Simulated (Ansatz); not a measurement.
Levels about the gap of amorphous Si₂₄O₅₆Al₂P₂ (84 atoms in a cell of 1244 Å³, 2.25 g/cm³; zone centre alone, so wide bands show as single levels with stretches between that a denser mesh fills), at the geometry that PBE relaxed, where it gives -0.5 GPa on a denser mesh. The participation number counts the atoms over which a state spreads; weights are charges in smoothed Voronoi cells. The levels come from a single point, so bond lengths are those of that geometry. Method of the levels: r2SCAN, scalar-relativistic without spin-orbit coupling (Ansatz, a first-principles code). Sampling: the zone centre alone; Fermi-Dirac width 0.01 eV; collinear spin, started from moments on atoms (the moments died out). At PBE the levels at the filled edge of the gap are localised (band-tail or defect states), and the nearest spread-out levels lie 4.8 eV apart at the zone centre.

Preparation: random packing, a CHGNet melt and quench, and a DFT relaxation. O atoms were pushed apart under 1.9 Å during the dynamics, to hinder bonds among them. The hot cell started wider than the set density and was brought back towards it in steps. It is the lowest in DFT energy of 2 quenches. It is a model cell: composition and starting density were chosen by hand, and all elements were melted together. No dispersion term was used. Its density started from a set value of 2.25 and ended at 2.25 g/cm³. The simulated quench (nominally 400 K/ps over its main leg) is rapid and tends to freeze in more defects than a deposited or slowly cooled glass has. A cell of this size samples the disorder only roughly. The volume was held where the preparation left it, at a PBE pressure of -0.5 GPa (tension). Stress components on the final sampling reach 1.8 GPa.

```tsv
E - E(highest filled), eV	filling	spin	participation number	largest on	weight O	weight Si	weight Al	weight P
-0.65	filled	dn	4.1	O, 2 neighbours	0.95	0.03	0.01	0.01
-0.45	filled	dn	4.0	O, 2 neighbours	0.94	0.04	0.01	0.00
-0.45	filled	up	4.0	O, 2 neighbours	0.94	0.04	0.01	0.00
-0.18	filled	up	2.8	O, 2 neighbours	0.94	0.05	0.01	0.00
-0.18	filled	dn	2.8	O, 2 neighbours	0.94	0.05	0.01	0.00
0.00	filled	up	2.4	O, 2 neighbours	0.95	0.04	0.01	0.00
0.00	filled	dn	2.4	O, 2 neighbours	0.95	0.04	0.01	0.00
4.23	empty	up	11.1	Si, 3 neighbours	0.60	0.39	0.01	0.00
4.23	empty	dn	11.1	Si, 3 neighbours	0.60	0.39	0.01	0.00
5.18	empty	up	16.8	Si, 3 neighbours	0.58	0.37	0.03	0.01
5.18	empty	dn	16.8	Si, 3 neighbours	0.58	0.37	0.03	0.01
5.51	empty	up	5.2	Si, 3 neighbours	0.50	0.48	0.02	0.00
5.51	empty	dn	5.2	Si, 3 neighbours	0.50	0.48	0.02	0.00
6.02	empty	up	41.2	O, 3 neighbours	0.65	0.29	0.05	0.01
```

Most localised among these is the filled level at +0.00 eV, on a O atom, which has 2 neighbours (Si 1.60 Å, Al 1.92 Å).
